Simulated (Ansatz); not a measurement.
The parent structure is SiC (space group P6_3mc, No. 186; a = 3.078 Å, c = 10.076 Å). Axes: x lies along a and z along c of the hexagonal cell.

The change: compressive biaxial strain of 2.25 % in the plane normal to [001], as in epitaxy on a mismatched substrate; the out-of-plane cell vector and the atoms relax.

The values are results of Kohn–Sham DFT with the PBEsol functional, run in Ansatz (a first-principles code) with PAW and 420 eV plane waves, without spin-orbit coupling, not measurements.

Base, band edges from the VBM (valence, conduction): K -1.68, 3.86; H -2.47, 3.12; M -1.13, 2.12; L -1.56, 2.53; A -0.21, 5.23; Γ 0.00, 5.03 eV.

Give the band edges at the high-symmetry points of the new zone, measured from its valence-band maximum.


```csv
point,valence edge (eV),conduction edge (eV)
Γ,0.00,5.69
M,-1.22,1.92
K,-1.96,3.58
A,-0.19,5.90
L,-1.63,2.50
H,-2.76,2.86
```

The gap is 1.92 eV, indirect, Γ → M.

Whether these cells are dynamically stable was not tested.
